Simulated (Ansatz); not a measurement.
TiO2 (P2₁/c, No. 14, 12 atoms in the cell; start mp-430; high-pressure phase) was calculated with r²SCAN+rVV10 (PAW; Ansatz, a quantum-chemistry and plane-wave program).

Numerical settings: plane-wave cutoff 500 eV, 8×8×8 k mesh, Fermi–Dirac smearing 0.05 eV, no spin polarisation, scalar-relativistic PAW data made under PBE.

Cell (relaxed at this level):

Space group P2₁/c (No. 14); a = 4.7854 Å, b = 4.8609 Å, c = 5.0162 Å, α = 90.00°, β = 99.74°, γ = 90.00°

```tsv
atom	site	symmetry	x	y	z
Ti	4e	1	0.2778	0.0534	0.2136
O	4e	1	0.5559	0.2582	0.0326
O	4e	1	0.0653	0.3258	0.3485
```

Question: What does this level give for the band gap?

Answer: 
band gap: 2.66 eV (on the SCF k mesh)

Note: the relaxation could not lower the start's symmetry, so the cell can be a saddle point above a distorted one.

A start named mp-… is a Materials Project structure, which need not be a measured phase.
